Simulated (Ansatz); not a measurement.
The reference is AlN in the zinc blende structure (space group F-43m, No. 216; a = 4.3698 Å). Axes: x, y, z lie along the cube axes.

Calculations: Ansatz (a program for electronic structure) r2SCAN, spin-orbit coupling left out.

One thing is altered: the cell is scaled by 1.0150 in all directions, atoms relaxed at fixed cell.

**Question.** Predict the stress tensor and what it implies for the stiffness.

**Answer.** Stress of the strained cell less that of the base (GPa, compression positive):
```
  -8.62    0.00    0.00
   0.00   -8.62    0.00
   0.00    0.00   -8.62
```

Then B = −ΔP/(ΔV/V₀) with ΔV/V₀ = 0.0457 gives secant stiffness values (nonlinear terms included at this strain): B ≈ 189 GPa.

As a check, the harmonic strain energy −½ V₀ Δσ:ε is 13 meV/atom; the computed energy rise is 13 meV/atom.

No phonon test of stability was made. This is not the structure that AlN has at room temperature and ambient pressure.
